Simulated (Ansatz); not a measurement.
Take Sb (space group I4_132, No. 214; a hypothetical phase, not in the database extracts checked; relaxed with 0.1 eV smearing) as the base.

```
Sb
1.0
   -3.99112     3.99112     3.99112
    3.99112    -3.99112     3.99112
    3.99112     3.99112    -3.99112
Sb
4
Direct
  0.00000   0.25000   0.50000
  0.25000   0.50000   0.00000
  0.50000   0.00000   0.25000
  0.25000   0.25000   0.25000
```

Cartesian axes are those of the cell as printed.

Level of theory: PBEsol/PAW in Ansatz (a quantum-chemistry and plane-wave program), without spin-orbit coupling.

Before the change:

| Quantity | Result |
|---|---|
| Pressure | 0.0 GPa |
| Shortest interatomic distance | 2.822 Å |

One thing is altered: a pure shear with ε_xy = ε_yx = -0.0192, atoms relaxed at fixed cell.

Q: What does the calculation give for the largest internal atomic displacement, pressure, shortest interatomic distance and energy relative to the base after the change?

A: The largest internal atomic displacement amounts to 0.026 Å; the pressure (mean of the normal stresses, compression positive) is still 0.0 GPa; the shortest interatomic distance shrinks by 0.003 Å, from 2.822 Å to 2.819 Å; the energy hardly moves.

The cells carry an imposed strain or load. Whether these cells are dynamically stable was not tested.
